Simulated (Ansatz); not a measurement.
## SiC, pressure series

Take SiC (space group P6_3mc, No. 186) as the base.

```yaml
crystal:
  lattice:
    - [3.05845, 0.00000, 0.00000]
    - [-1.52923, 2.64870, 0.00000]
    - [0.00000, 0.00000, 10.01200]
  atoms:
    - { symbol: Si, position: [0.00000, 0.00000, 0.50031] }
    - { symbol: Si, position: [0.00000, 0.00000, 0.00031] }
    - { symbol: Si, position: [0.33333, 0.66667, 0.25025] }
    - { symbol: Si, position: [0.66667, 0.33333, 0.75025] }
    - { symbol: C, position: [0.00000, 0.00000, 0.31286] }
    - { symbol: C, position: [0.00000, 0.00000, 0.81286] }
    - { symbol: C, position: [0.33333, 0.66667, 0.06221] }
    - { symbol: C, position: [0.66667, 0.33333, 0.56221] }
```

Cell and atoms are relaxed at each pressure.

Computed with LDA/PAW in Ansatz (a program for electronic structure), no spin-orbit coupling.

```json
[
 {"pressure (GPa)": "-2", "volume per atom (Å³/atom)": "10.228"},
 {"pressure (GPa)": "-1", "volume per atom (Å³/atom)": "10.183"},
 {"pressure (GPa)": "0", "volume per atom (Å³/atom)": "10.138"},
 {"pressure (GPa)": "0.9", "volume per atom (Å³/atom)": "10.099"},
 {"pressure (GPa)": "2.1", "volume per atom (Å³/atom)": "10.048"},
 {"pressure (GPa)": "4.5", "volume per atom (Å³/atom)": "?"},
 {"pressure (GPa)": "9", "volume per atom (Å³/atom)": "9.775"},
 {"pressure (GPa)": "15", "volume per atom (Å³/atom)": "9.564"},
 {"pressure (GPa)": "30", "volume per atom (Å³/atom)": "9.115"}
]
```

Task: Fit the third-order Birch–Murnaghan form P(V) = (3B₀/2)[(V₀/V)^(7/3) − (V₀/V)^(5/3)]·[1 + (3/4)(B₀′ − 4)((V₀/V)^(2/3) − 1)] (squares taken in P) to the rows shown and predict the withheld row.

Result: Least squares on the printed values gives V₀ = 10.138 Å³/atom, B₀ = 230 GPa, B₀′ = 3.8; this predicts 9.949 Å³/atom, and the run gives 9.949 Å³/atom, in agreement.

Load acts through the strain it causes; cell and atoms are relaxed under it. No phonon test of stability was made. No other phases were tried under pressure.
